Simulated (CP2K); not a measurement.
A working CP2K input for Te2MoW3S6 (P3m1, 12 atoms in the cell) (DFT PBEsol, GPW, DZVP-MOLOPT-SR-GTH basis, GTH-PBE potentials (GTH_POTENTIALS)):

```
&GLOBAL
  PROJECT scf
  RUN_TYPE ENERGY_FORCE
  PRINT_LEVEL LOW
&END GLOBAL
&FORCE_EVAL
  METHOD Quickstep
  STRESS_TENSOR ANALYTICAL
  &DFT
    BASIS_SET_FILE_NAME BASIS_MOLOPT
    POTENTIAL_FILE_NAME GTH_POTENTIALS
    &QS
      METHOD GPW
      EPS_DEFAULT 1E-10
    &END QS
    &MGRID
      CUTOFF 500
      REL_CUTOFF 50
      NGRIDS 5
    &END MGRID
    &SCF
      SCF_GUESS ATOMIC
      EPS_SCF 1E-6
      MAX_SCF 100
      ADDED_MOS 17
      &DIAGONALIZATION
        ALGORITHM STANDARD
      &END DIAGONALIZATION
      &MIXING
        METHOD BROYDEN_MIXING
        ALPHA 0.3
        NBUFFER 8
        BETA 1.5
      &END MIXING
      &SMEAR ON
        METHOD MARZARI_VANDERBILT
        SIGMA [eV] 0.2
      &END SMEAR
    &END SCF
    &KPOINTS
      SCHEME MACDONALD 6 6 1 0.08333333333 0.08333333333 0
    &END KPOINTS
    &XC
      &XC_FUNCTIONAL
        &PBE
          PARAMETRIZATION PBESOL
        &END PBE
      &END XC_FUNCTIONAL
    &END XC
    &PRINT
      &MO
        EIGENVALUES T
        OCCUPATION_NUMBERS T
        NDIGITS 8
        FILENAME mo
        &EACH
          QS_SCF 0
        &END EACH
        ADD_LAST NUMERIC
      &END MO
      &MULLIKEN OFF
      &END MULLIKEN
    &END PRINT
  &END DFT
  &SUBSYS
    &CELL
      ABC 3.26500100 3.26500092 37.12428300
      ALPHA_BETA_GAMMA 90.00000000 90.00000000 119.99999073
      PERIODIC XYZ
    &END CELL
    &COORD
      SCALED
      Te       0.00000000     0.00000000     0.70969000
      Te       0.00000000     0.00000000     0.60542000
      Mo       0.00000000     0.00000000     0.46962000
      W        0.00000000     0.00000000     0.09392000
      W        0.33333300     0.66666700     0.28180000
      W        0.33333300     0.66666700     0.65759000
      S        0.00000000     0.00000000     0.32332000
      S        0.33333300     0.66666700     0.05241000
      S        0.33333300     0.66666700     0.42833000
      S        0.33333300     0.66666700     0.13542000
      S        0.33333300     0.66666700     0.51094000
      S        0.00000000     0.00000000     0.24029000
    &END COORD
    &KIND Te
      BASIS_SET DZVP-MOLOPT-SR-GTH-q6
      POTENTIAL GTH-PBE-q6
    &END KIND
    &KIND Mo
      BASIS_SET DZVP-MOLOPT-SR-GTH-q14
      POTENTIAL GTH-PBE-q14
    &END KIND
    &KIND W
      BASIS_SET DZVP-MOLOPT-SR-GTH-q14
      POTENTIAL GTH-PBE-q14
    &END KIND
    &KIND S
      BASIS_SET DZVP-MOLOPT-SR-GTH-q6
      POTENTIAL GTH-PBE-q6
    &END KIND
  &END SUBSYS
  &PRINT
    &FORCES ON
    &END FORCES
    &STRESS_TENSOR ON
    &END STRESS_TENSOR
  &END PRINT
&END FORCE_EVAL
```

The run converged in 30 iterations: free energy E − TS -9532.9302 eV; Fermi level (on the code's own zero) 4.80 eV; pressure -1.42 GPa; largest force (vector length) 0.200 eV/Å. Each of these slips is then made, one at a time:

(1)
```diff
-      EPS_DEFAULT 1E-10
+      EPS_DEFAULT 1E-5
```

(2)
```diff
+    CHARGE 2
```

Task: Predict the outcome of each change.

Result: 
(1) A loose overall precision setting. The run converged in 30 iterations without an error; against the sound input the free energy drops by 1.3 meV/atom, the pressure goes from -1.42 to -1.53 GPa and the largest force hardly changes (0.200 to 0.197 eV/Å).

(2) An unintended net charge. The run converged in 48 iterations without an error; against the sound input the pressure goes from -1.42 to -9.97 GPa and the largest force goes from 0.200 to 2.188 eV/Å.

The starting cell comes from a database of computed structures (which also holds hypothetical and non-ambient phases and stackings), without a prior relaxation at this level. Its lattice was rescaled by a random factor within 2.5 % of one. Spin polarisation is off. Values carry the incompleteness of an atom-centred basis. The potentials were made for another functional than the one used.

Left out of this page: 4 runs of the series outside the window shown, repeating another row's setting, or not comparable.
